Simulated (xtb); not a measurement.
xtb 6.7.1, GFN2-xTB: Nb(Cl)(OSiH3)4 ([SiH3][O][Nb]([Cl])([O][SiH3])([O][SiH3])[O][SiH3]), 22 atoms. The geometry is a generated start, not checked to be a minimum at this level.

```yaml
run_flags: --grad
method: GFN2-xTB
"--acc": 1 (default)
"--etemp (K)": 300 (default)
basis_functions: 88
valence_electrons: 64
```

```xyz
22

Nb     0.1351     0.0010     0.8127
Cl     0.5195    -0.2182     3.0387
O      1.3028    -1.3762     0.4840
Si     2.4488    -2.4439     0.1000
H      3.7102    -1.9304     0.6577
H      2.4861    -2.5235    -1.3714
H      2.0489    -3.7199     0.7130
O     -1.2534    -1.0046     0.0568
Si    -2.2865    -1.4597    -1.0985
H     -2.0003    -2.8758    -1.3697
H     -2.0350    -0.6163    -2.2834
H     -3.6337    -1.2534    -0.5479
O     -1.0375     1.3737     1.1542
Si    -2.2171     2.3624     1.6337
H     -3.3470     1.5075     2.0386
H     -2.5543     3.2132     0.4803
H     -1.6799     3.1327     2.7652
O      1.2897     1.2086    -0.0683
Si     1.9022     1.5791    -1.5153
H      2.6037     0.3907    -2.0418
H      2.8209     2.6904    -1.2456
H      0.7767     1.9627    -2.3928
```

Charge 0 and multiplicity 1 are set for this test and not shown to be the ground state.

One run each on 1 thread. Values of broydamp tried: 0.02, 0.05, 0.1, 0.2, 0.4 (default), 0.6, 0.8, 1.

Q: Which value of broydamp needs the fewest SCC iterations, and what happens away from it?

A: Fewest SCC iterations, within one of each other: 0.1 with 23, 0.2 with 24. The count rises to 39 at 0.8. All converge to one solution.

```
broydamp       SCC iterations            end
-------------  --------------  -------------
0.02                       34  same solution
0.05                       28  same solution
0.1                        23  same solution
0.2                        24  same solution
0.4 (default)              26  same solution
0.6                        29  same solution
0.8                        39  same solution
1                          39  same solution
```
